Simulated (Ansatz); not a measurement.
Reference: GaAs (F-43m), r2SCAN with spin-orbit coupling, rigid bands (plane waves, PAW; Ansatz, a program for electronic structure); geometry: cell and atoms relaxed with PBEsol.

```
CELL_PARAMETERS angstrom
      0.00000     2.82931     2.82931
      2.82931     0.00000     2.82931
      2.82931     2.82931     0.00000
ATOMIC_POSITIONS crystal
  Ga 0.00000 0.00000 0.00000
  As 0.25000 0.25000 0.25000
```

The band gap is 0.89 eV. The hole conductivity mass comes out as 0.40 mₑ. The Seebeck coefficient, p-type 1e19 cm⁻³ is 243 μV/K.

Problem. Replace Ga by B on the same sites and relax. What happens?

Solution. BAs (F-43m): volume per atom 22.6 to 13.5 Å³; band gap rises (0.89 eV to 1.30 eV); hole conductivity mass falls (0.40 mₑ to 0.32 mₑ); Seebeck coefficient, p-type 1e19 cm⁻³ stays about the same (243 μV/K to 238 μV/K).

Problem. Swap As for Sb, keeping the structure type. How do these values move?

Solution. GaSb (F-43m): volume per atom 22.6 to 28.5 Å³; band gap falls (0.89 eV to 0.28 eV); hole conductivity mass falls (0.40 mₑ to 0.29 mₑ); Seebeck coefficient, p-type 1e19 cm⁻³ falls (243 μV/K to 192 μV/K).

Moves up to 5 % count as about the same. Masses are for dilute carriers at 300 K, harmonic means over directions unless an axis is named. Seebeck coefficients are for the stated density at 300 K, with one relaxation time for all states and whether or not that doping can be reached.
